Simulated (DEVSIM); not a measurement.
Structure: GaP/Si n-p heterojunction, at 300 K.

| layer (left to right) | material | thickness (μm) | Nd (cm⁻³) | Na (cm⁻³) | τn (s) | τp (s) |
|---|---|---|---|---|---|---|
| 1 | GaP | 0.180 | 2e17 | - | 2.3e-6 | 2.3e-6 |
| 2 | Si | 1.00 | - | 1.5e18 | 2.3e-6 | 2.3e-6 |

Left contact: ohmic. Right contact: ohmic. Voltage is applied to the left contact. Recombination: SRH at mid-gap, radiative. Mobility is constant in doping.

Constants are typed, rounded textbook-type inputs, not results; the design itself was drawn at random and stands for no fabricated device. Values at 300 K.

```csv
parameter,GaP,Si
gap (eV),2.26,1.124
affinity (eV),3.8,4.05
permittivity,11.1,11.7
Nc (cm⁻³),1.8e19,2.86e19
Nv (cm⁻³),1.9e19,3.1e19
μn (cm²/Vs),250,1417
μp (cm²/Vs),150,470
B (cm³/s),1e-13,4.7e-15
```

DEVSIM, 1D drift-diffusion, Boltzmann statistics, complete ionisation; no tunnelling, impact ionisation, image-force lowering or self-heating. Band offsets follow the typed affinities; no thermionic-emission limit at abrupt steps, no polarisation charge.

Question: Tabulate band edges, carrier densities and field at zero bias.

Answer: Energies count from the Fermi level of the right contact; mesh points crowd at the junctions.

```tsv
x (μm)	Ec (eV)	Ev (eV)	n (cm⁻³)	p (cm⁻³)	field (V/cm)
0.000	0.116	-2.144	2.0e17	< 1e2	≈ 0
0.004713	0.116	-2.144	2.0e17	< 1e2	≈ 0
0.01308	0.116	-2.144	2.0e17	< 1e2	≈ 0
0.02993	0.116	-2.144	2.0e17	< 1e2	≈ 0
0.07676	0.117	-2.143	1.9e17	< 1e2	1200
0.1275	0.252	-2.008	1.1e15	< 1e2	85000
0.1540	0.591	-1.669	2.1e9	< 1e2	170000
0.1718	0.947	-1.313	2200	< 1e2	230000
0.1782	1.100	-1.160	< 1e2	< 1e2	250000
0.1821	0.941	-0.183	4400	2.7e16	190000
0.1885	1.020	-0.104	210	5.6e17	66000
0.2076	1.046	-0.078	< 1e2	1.5e18	300
0.2396	1.046	-0.078	< 1e2	1.5e18	≈ 0
0.3033	1.046	-0.078	< 1e2	1.5e18	≈ 0
0.4869	1.046	-0.078	< 1e2	1.5e18	≈ 0
0.7554	1.046	-0.078	< 1e2	1.5e18	≈ 0
0.9688	1.046	-0.078	< 1e2	1.5e18	≈ 0
1.072	1.046	-0.078	< 1e2	1.5e18	≈ 0
1.140	1.046	-0.078	< 1e2	1.5e18	≈ 0
1.161	1.046	-0.078	< 1e2	1.5e18	≈ 0
1.173	1.046	-0.078	< 1e2	1.5e18	≈ 0
1.180	1.046	-0.078	< 1e2	1.5e18	≈ 0
```
